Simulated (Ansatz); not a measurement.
Results of PBE (Ansatz, a program for electronic structure, PAW) for AlB2-type HfB2.

Numerical settings: plane-wave cutoff 520 eV, 18×18×12 k mesh (along the axes of the cell as run), Fermi–Dirac smearing 0.1 eV, perturbation theory, force constants from a 6×6×4 q mesh, scalar-relativistic PAW data made under PBE.

Computed at the level's own relaxed cell.

Harmonic phonon frequencies (cm⁻¹; i marks an imaginary mode):

| q point | frequencies |
|---|---|
| Γ | 0 0 0 436 436 463 535 799 799 |
| A | 150 150 176 413 413 504 625 804 804 |
| K | 178 191 191 542 542 639 665 665 770 |

No imaginary mode appears at these points.
